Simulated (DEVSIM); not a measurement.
Structure: abrupt GaAs p-n junction, at 250 K.

Layer 1 from the left is GaAs, thickness (μm) 23.0, Na (cm⁻³) 3.2e15, τn (s) 1.1e-9, τp (s) 1.1e-9. Layer 2 from the left is GaAs, thickness (μm) 2.90, Nd (cm⁻³) 1.1e15, τn (s) 1.1e-9, τp (s) 1.1e-9.

Left contact: ohmic. Right contact: ohmic. Voltage is applied to the left contact. Recombination: SRH at mid-gap. Mobility is μmin + (μ − μmin)/(1 + (N/Nref)^α).

Constants are typed, rounded textbook-type inputs, not results; the design itself was drawn at random and stands for no fabricated device. Values at 300 K; Nc and Nv go as T^1.5, mobilities as T to minus their exponent, the gap by Varshni's rule with the affinity fixed.

GaAs: gap (eV) 1.424, affinity (eV) 4.07, permittivity 12.9, Nc (cm⁻³) 4.7e17, Nv (cm⁻³) 9e18, μn (cm²/Vs) 8500, μp (cm²/Vs) 400, μn,min 500, μp,min 20, Nref,n 6e16, Nref,p 1.5e17, αn 0.39, αp 0.38, T exponent of μn 2.1, T exponent of μp 2.2, Varshni α (eV/K) 0.000541, Varshni β (K) 204.

Problem. Estimate by hand the built-in potential, the peak field at zero bias, and compare with a numerical solution.

Solution. 
- Built-in potential: ni = √(Nc Nv) exp(−Eg/2kT) = 4150 cm⁻³ with Eg = 1.446 eV; Vbi = kT/q ln(Na Nd/ni²) = 1.156 V; numerical 1.156 V.
- Peak field at zero bias: depletion approximation: W = √(2εVbi/(qN)) = 1.42 μm with N = 8.19e14 cm⁻³; field = 2Vbi/W = 16300 V/cm; numerical 16000 V/cm (estimate above by 1.9 %).

DEVSIM, 1D drift-diffusion, Boltzmann statistics, complete ionisation; no tunnelling, impact ionisation, image-force lowering or self-heating.
